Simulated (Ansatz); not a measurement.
We look at the energy of configuration A over configuration B. The value is E(A) − E(B).

Cell A: a cell of 64 sites of Ge (diamond, Fd-3m) with composition Ga11Ge53, many atoms off or exchanged on the sites; spin state with PBE: run without spin, k-point mesh 3×3×3.
```yaml
crystal:
  lattice:
    - [11.52260, 0.00000, 0.00000]
    - [0.00000, 11.52260, 0.00000]
    - [0.00000, 0.00000, 11.52260]
  atoms:
    - { symbol: Ge, position: [0.00024, 0.99821, 0.24614] }
    - { symbol: Ga, position: [0.12054, 0.37986, 0.12124] }
    - { symbol: Ge, position: [0.00079, 0.24805, 0.00042] }
    - { symbol: Ga, position: [0.11901, 0.11903, 0.37837] }
    - { symbol: Ge, position: [0.24898, 0.00221, 0.00063] }
    - { symbol: Ga, position: [0.36866, 0.37157, 0.37411] }
    - { symbol: Ga, position: [0.24356, 0.24368, 0.24373] }
    - { symbol: Ga, position: [0.38053, 0.12173, 0.12240] }
    - { symbol: Ge, position: [0.00090, 0.00129, 0.74826] }
    - { symbol: Ga, position: [0.11913, 0.37122, 0.62687] }
    - { symbol: Ge, position: [0.99855, 0.25142, 0.49696] }
    - { symbol: Ge, position: [0.12589, 0.12645, 0.87256] }
    - { symbol: Ge, position: [0.25188, 0.99899, 0.49726] }
    - { symbol: Ge, position: [0.37636, 0.37726, 0.87537] }
    - { symbol: Ge, position: [0.25189, 0.25401, 0.74976] }
    - { symbol: Ga, position: [0.36911, 0.12303, 0.62673] }
    - { symbol: Ge, position: [0.99688, 0.49744, 0.25128] }
    - { symbol: Ge, position: [0.12573, 0.87325, 0.12363] }
    - { symbol: Ge, position: [0.99961, 0.74867, 0.00065] }
    - { symbol: Ga, position: [0.12052, 0.62547, 0.37017] }
    - { symbol: Ge, position: [0.25146, 0.50127, 0.00099] }
    - { symbol: Ge, position: [0.37630, 0.87280, 0.37488] }
    - { symbol: Ge, position: [0.25120, 0.74803, 0.24968] }
    - { symbol: Ge, position: [0.37615, 0.62547, 0.12464] }
    - { symbol: Ge, position: [0.00178, 0.50323, 0.74985] }
    - { symbol: Ge, position: [0.12632, 0.87595, 0.62372] }
    - { symbol: Ge, position: [0.00186, 0.74793, 0.50170] }
    - { symbol: Ge, position: [0.12639, 0.62620, 0.87540] }
    - { symbol: Ga, position: [0.24786, 0.50462, 0.50442] }
    - { symbol: Ge, position: [0.37680, 0.87891, 0.87489] }
    - { symbol: Ge, position: [0.25210, 0.75171, 0.75030] }
    - { symbol: Ge, position: [0.37694, 0.62568, 0.62610] }
    - { symbol: Ge, position: [0.50089, 0.99881, 0.25115] }
    - { symbol: Ge, position: [0.62427, 0.37406, 0.12575] }
    - { symbol: Ge, position: [0.50067, 0.25111, 0.99955] }
    - { symbol: Ge, position: [0.62468, 0.12360, 0.37538] }
    - { symbol: Ge, position: [0.74900, 0.99888, 0.99956] }
    - { symbol: Ge, position: [0.87089, 0.37413, 0.37471] }
    - { symbol: Ge, position: [0.74886, 0.24724, 0.24800] }
    - { symbol: Ge, position: [0.87485, 0.12275, 0.12293] }
    - { symbol: Ge, position: [0.50206, 0.00386, 0.74803] }
    - { symbol: Ge, position: [0.62416, 0.37650, 0.62552] }
    - { symbol: Ga, position: [0.50224, 0.24878, 0.50195] }
    - { symbol: Ge, position: [0.62623, 0.12593, 0.87485] }
    - { symbol: Ge, position: [0.75086, 0.99966, 0.49917] }
    - { symbol: Ge, position: [0.87781, 0.37596, 0.87500] }
    - { symbol: Ge, position: [0.75072, 0.25171, 0.74931] }
    - { symbol: Ge, position: [0.87561, 0.12610, 0.62316] }
    - { symbol: Ga, position: [0.50075, 0.50082, 0.24938] }
    - { symbol: Ge, position: [0.62572, 0.87416, 0.12600] }
    - { symbol: Ge, position: [0.50008, 0.75101, 0.00089] }
    - { symbol: Ge, position: [0.62359, 0.62339, 0.37742] }
    - { symbol: Ge, position: [0.74955, 0.49875, 0.00120] }
    - { symbol: Ge, position: [0.87768, 0.87388, 0.37505] }
    - { symbol: Ge, position: [0.74928, 0.74783, 0.25191] }
    - { symbol: Ge, position: [0.87478, 0.62353, 0.12580] }
    - { symbol: Ge, position: [0.50249, 0.50246, 0.75173] }
    - { symbol: Ge, position: [0.62687, 0.87664, 0.62687] }
    - { symbol: Ge, position: [0.50237, 0.75100, 0.50232] }
    - { symbol: Ge, position: [0.62642, 0.62672, 0.87744] }
    - { symbol: Ge, position: [0.75045, 0.50177, 0.50242] }
    - { symbol: Ge, position: [0.87679, 0.87596, 0.87503] }
    - { symbol: Ge, position: [0.75022, 0.75108, 0.75184] }
    - { symbol: Ge, position: [0.87524, 0.62724, 0.62755] }
```

Cell B: a cell of 64 sites of Ge (diamond, Fd-3m) with composition Ga11Ge53, many atoms off or exchanged on the sites; spin state with PBE: run without spin, k-point mesh 3×3×3.
```yaml
crystal:
  lattice:
    - [11.52260, 0.00000, 0.00000]
    - [0.00000, 11.52260, 0.00000]
    - [0.00000, 0.00000, 11.52260]
  atoms:
    - { symbol: Ge, position: [0.00006, 0.00133, 0.25002] }
    - { symbol: Ga, position: [0.12538, 0.37568, 0.12364] }
    - { symbol: Ge, position: [0.00003, 0.24997, 0.00003] }
    - { symbol: Ge, position: [0.12537, 0.12463, 0.37689] }
    - { symbol: Ge, position: [0.25077, 0.99923, 0.00396] }
    - { symbol: Ge, position: [0.37551, 0.37447, 0.37291] }
    - { symbol: Ge, position: [0.24867, 0.24994, 0.25002] }
    - { symbol: Ge, position: [0.37543, 0.12585, 0.12674] }
    - { symbol: Ge, position: [0.00080, 0.00096, 0.75019] }
    - { symbol: Ga, position: [0.12520, 0.37507, 0.62422] }
    - { symbol: Ge, position: [0.00051, 0.24949, 0.49975] }
    - { symbol: Ge, position: [0.12578, 0.12422, 0.87807] }
    - { symbol: Ge, position: [0.24993, 0.00007, 0.50406] }
    - { symbol: Ge, position: [0.37599, 0.37467, 0.87269] }
    - { symbol: Ge, position: [0.24904, 0.24920, 0.75019] }
    - { symbol: Ge, position: [0.37685, 0.12564, 0.62714] }
    - { symbol: Ge, position: [0.99993, 0.49902, 0.25053] }
    - { symbol: Ge, position: [0.12415, 0.87457, 0.12674] }
    - { symbol: Ga, position: [0.00007, 0.75047, 0.00019] }
    - { symbol: Ge, position: [0.12415, 0.62553, 0.37408] }
    - { symbol: Ge, position: [0.24960, 0.49984, 0.99625] }
    - { symbol: Ge, position: [0.37503, 0.87497, 0.37745] }
    - { symbol: Ge, position: [0.25106, 0.74972, 0.24973] }
    - { symbol: Ge, position: [0.37532, 0.62434, 0.12209] }
    - { symbol: Ge, position: [0.99944, 0.49870, 0.75026] }
    - { symbol: Ge, position: [0.12436, 0.87315, 0.62714] }
    - { symbol: Ga, position: [0.99925, 0.74979, 0.50022] }
    - { symbol: Ge, position: [0.12394, 0.62537, 0.87289] }
    - { symbol: Ge, position: [0.24896, 0.49869, 0.49638] }
    - { symbol: Ga, position: [0.37467, 0.87533, 0.87614] }
    - { symbol: Ge, position: [0.25124, 0.74929, 0.75014] }
    - { symbol: Ge, position: [0.37339, 0.62425, 0.62189] }
    - { symbol: Ge, position: [0.50028, 0.99894, 0.24973] }
    - { symbol: Ge, position: [0.62442, 0.37448, 0.12688] }
    - { symbol: Ga, position: [0.49953, 0.24993, 0.00019] }
    - { symbol: Ge, position: [0.62447, 0.12585, 0.37408] }
    - { symbol: Ge, position: [0.75016, 0.00040, 0.99625] }
    - { symbol: Ge, position: [0.87459, 0.37541, 0.37817] }
    - { symbol: Ge, position: [0.75098, 0.25007, 0.25053] }
    - { symbol: Ga, position: [0.87432, 0.12462, 0.12364] }
    - { symbol: Ge, position: [0.50071, 0.99876, 0.75014] }
    - { symbol: Ge, position: [0.62477, 0.37503, 0.62715] }
    - { symbol: Ga, position: [0.50021, 0.25075, 0.50022] }
    - { symbol: Ge, position: [0.62463, 0.12606, 0.87289] }
    - { symbol: Ge, position: [0.75131, 0.00104, 0.49638] }
    - { symbol: Ge, position: [0.87415, 0.37585, 0.87807] }
    - { symbol: Ge, position: [0.75130, 0.25056, 0.75026] }
    - { symbol: Ga, position: [0.87493, 0.12480, 0.62422] }
    - { symbol: Ge, position: [0.50003, 0.50101, 0.24973] }
    - { symbol: Ge, position: [0.62566, 0.87468, 0.12209] }
    - { symbol: Ge, position: [0.50018, 0.74982, 0.99939] }
    - { symbol: Ga, position: [0.62571, 0.62429, 0.37597] }
    - { symbol: Ge, position: [0.74909, 0.50091, 0.00392] }
    - { symbol: Ge, position: [0.87553, 0.87449, 0.37291] }
    - { symbol: Ge, position: [0.74899, 0.74997, 0.24973] }
    - { symbol: Ge, position: [0.87552, 0.62558, 0.12688] }
    - { symbol: Ge, position: [0.49929, 0.50196, 0.74884] }
    - { symbol: Ge, position: [0.62575, 0.87661, 0.62189] }
    - { symbol: Ge, position: [0.50055, 0.74945, 0.49976] }
    - { symbol: Ga, position: [0.62547, 0.62453, 0.87567] }
    - { symbol: Ge, position: [0.74926, 0.50074, 0.50311] }
    - { symbol: Ge, position: [0.87533, 0.87401, 0.87269] }
    - { symbol: Ge, position: [0.74804, 0.75071, 0.74884] }
    - { symbol: Ge, position: [0.87497, 0.62523, 0.62715] }
```

Plane-wave PAW calculations with Ansatz (a first-principles code), its default PAW set, cutoff 420 eV, 500 eV for r2SCAN. The structures are at rest with PBE, within the held lattices; other levels are single points on them. Neutral cells; Fermi-Dirac smearing of at most 0.10 eV in the solids, energies taken to zero width. The lattices are those relaxed with PBE, so at other levels the solids can be strained, which adds to the spread. Larger cells are relaxed from a start prepared with the learned potential CHGNet, on a coarser mesh till forces fall under 0.03 eV/Å, which some starts already meet. A dispersion term (D3(BJ), or D4 for r2SCAN) was computed beside these levels and is taken off wherever the name lacks it. Nuclei at rest; no vibrational terms. Cells are local rest points, mostly with their start's symmetry. No correction for cell size. Cell B has symmetry Cm and got no random move, so less symmetric positions, which may lie lower, weren't tried.

Levels: PBE, PBE+D3(BJ), r2SCAN, r2SCAN+D4.

### Question
Say for each level which of the two is the more stable.

### Answer
B: PBE (0.38), PBE+D3(BJ) (0.37), r2SCAN (0.39), r2SCAN+D4 (0.40) (values in eV; within 0.05 eV of zero counts as too close to call). The levels span only 0.03 eV, too little to tell them apart.
